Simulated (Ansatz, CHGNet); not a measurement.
# How the formation enthalpy of cubic perovskite CsPbCl3 (cubic high-temperature phase) moves with the method

No measured value is used here.

```csv
level (code),value (eV/atom)
CHGNet 0.3.0,-1.893
LDA (Ansatz),-1.651
PBE (Ansatz),-1.566
rVV10 (Ansatz),-1.702
r²SCAN (Ansatz),-1.767
HSE06 (Ansatz),-1.616
PBE0 (Ansatz),-1.630
```

Density-functional levels without +SOC have no spin–orbit coupling, which shifts binding energies of heavy elements. CHGNet 0.3.0: a reference is a gas molecule, outside the model's training data. CHGNet 0.3.0, LDA, PBE, rVV10, r²SCAN, HSE06: the relaxation could not lower the start's symmetry, so the cell can be a saddle point above a distorted one. CHGNet 0.3.0: the energies of CHGNet 0.3.0 can hold anion corrections fitted to measured formation enthalpies. HSE06, PBE0: exact exchange on metals is sensitive to the k mesh and can open a false gap. Values are at the level's own equilibrium cell; PBE0 at the r²SCAN cell. Ansatz's density-functional and Hartree–Fock values are scalar-relativistic unless marked +SOC, with PAW data made under PBE.

Machine-learned potentials (CHGNet 0.3.0) are trained on DFT data: a solid inside that data is no test of them.

Ansatz is a first-principles code.
